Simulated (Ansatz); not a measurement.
The reference is CsPbBr$_{3}$ in the cubic perovskite structure (space group Pm-3m, No. 221; a = 5.872 Å). Axes: x, y, z lie along the cube axes.

Computed with Ansatz (a program for electronic structure), PBEsol, PAW, cutoff 420 eV, scalar-relativistic without spin-orbit coupling.

Perturbation: compressive biaxial strain of 1.00 % in the plane normal to [111], as in epitaxy on a mismatched substrate; the out-of-plane cell vector and the atoms relax.

Question: What happens to the out-of-plane strain?

Answer: The out-of-plane strain is +1.41 %.

Whether these cells are dynamically stable was not tested. Many cubic perovskites are stable only at high temperature; tilts and polar distortions were not tested. This is not the structure that CsPbBr3 has at room temperature and ambient pressure.
